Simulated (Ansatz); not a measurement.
Mg2TiO4 (P4₁22, No. 91, 28 atoms in the cell; start mp-757031), treated with r²SCAN (plane waves, PAW; Ansatz, a program for electronic structure).

Settings: plane-wave cutoff 560 eV, 6×6×4 k mesh (along the axes of the cell as run), Fermi–Dirac smearing 0.01 eV, no spin polarisation, scalar-relativistic PAW data made under PBE.

Cell (relaxed with PBEsol):

```
Mg2TiO4
1.0
    5.98043     0.00000     0.00000
    0.00000     5.98043     0.00000
    0.00000     0.00000     8.38914
Mg Ti O
8 4 16
Direct
  0.00000   0.24965   0.00000
  0.75035   0.00000   0.25000
  0.00000   0.75035   0.50000
  0.24965   0.00000   0.75000
  0.25182   0.25182   0.37500
  0.74818   0.25182   0.62500
  0.74818   0.74818   0.87500
  0.25182   0.74818   0.12500
  0.23765   0.50000   0.75000
  0.50000   0.23765   0.00000
  0.76235   0.50000   0.25000
  0.50000   0.76235   0.50000
  0.02767   0.26316   0.75177
  0.73684   0.02767   0.00177
  0.97233   0.73684   0.25177
  0.26316   0.97233   0.50177
  0.02767   0.73684   0.74823
  0.73684   0.97233   0.49823
  0.97233   0.26316   0.24823
  0.26316   0.02767   0.99823
  0.26170   0.48339   0.98308
  0.51661   0.26170   0.23308
  0.73830   0.51661   0.48308
  0.48339   0.73830   0.73308
  0.26170   0.51661   0.51692
  0.51661   0.73830   0.26692
  0.73830   0.48339   0.01692
  0.48339   0.26170   0.76692
```

Question: Give the computed band gap.

Answer: 
- band gap = 3.99 eV (direct)

Note: cell and atoms aren't relaxed at this level (largest force component 0.08 eV/Å, pressure 0.3 GPa).

Static lattice: no zero-point or thermal effects.

A start named mp-… is a Materials Project structure, which need not be a measured phase.
